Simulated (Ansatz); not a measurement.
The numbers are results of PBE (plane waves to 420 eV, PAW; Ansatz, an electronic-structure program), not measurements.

Electrostatic potential energy of an electron, averaged over planes parallel to the surface, in eV from the Fermi level, for Ru on a Ag site (surface) in a 3x3 cell of the 1x1 (111) surface of fcc Ag:

(z (Å), V (eV)): (5.30, 4.48); (5.59, 4.48); (5.89, 4.48); (6.18, 4.48); (6.48, 4.47); (6.77, 4.46); (7.07, 4.43); (7.36, 4.37); (7.66, 4.24); (7.95, 3.98); (8.24, 3.42); (8.54, 2.20); (8.83, -0.97); (9.13, -6.19); (9.42, -10.52); (9.72, -11.94); (10.01, -9.92); (10.31, -5.31); (10.60, -0.58); (10.89, 1.01); (11.19, -0.99); (11.48, -5.88); (11.78, -10.35); (12.07, -12.09); (12.37, -10.38); (12.66, -5.93); (12.96, -1.02); (13.25, 0.98); (13.54, -0.72); (13.84, -5.52); (14.13, -10.09); (14.43, -12.01); (14.72, -10.50); (15.02, -6.16); (15.31, -1.20); (15.61, 0.98); (15.90, -0.65); (16.19, -5.81); (16.49, -10.88); (16.78, -12.90); (17.08, -11.00); (17.37, -6.22); (17.67, -0.97); (17.96, 2.26); (18.26, 3.51); (18.55, 4.08); (18.84, 4.34); (19.14, 4.46); (19.43, 4.52); (19.73, 4.55); (20.02, 4.56); (20.32, 4.57); (20.61, 4.57); (20.91, 4.58); (21.20, 4.58)

Slab: 36 atoms, 7.1 Å thick at the start (thin: gaps and levels are the slab's own); k 4x4x1, smearing 0.1 eV, dipole-corrected; 9 atoms held, the rest relaxed; start symmetry kept, larger cells not searched; no spin, no spin-orbit, no U.

The vacuum level lies 4.58 eV above the Fermi level over the top face and 4.48 eV above it under the bottom face.
